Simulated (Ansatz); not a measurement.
## AlRu under a change: Ru interstitial (started 1.58 Å from the nearest host atom), symmetric start

Start from a 54-atom supercell of AlRu in the CsCl type structure (space group Pm-3m, No. 221; a = 2.983 Å) at its relaxed geometry.

One thing is altered: a neutral Ru interstitial (started 1.58 Å from the nearest host atom), symmetric start, atoms relaxed at fixed cell.

Computed with Ansatz (an electronic-structure program), r2SCAN, PAW, cutoff 500 eV, no spin-orbit coupling. Settings: 4×4×4 k-points, 0.05 eV Fermi–Dirac smearing.

| quantity | base | changed | shift |
|---|---|---|---|
| pressure | -0.2 GPa | 8.2 GPa | +8.31 GPa |
| largest displacement of a host atom from its site in the perfect cell | – | 0.66 Å | – |
| final site of the added atom | – | 6 Al at 2.19–3.43 Å and 6 Ru at 2.23–2.92 Å | – |

The defect started on the symmetric site and kept its symmetry, so it may sit on a saddle. The defect cells are neutral and carry no finite-size correction. The final runs are not spin-polarised. The defect cell is not spin-polarised.
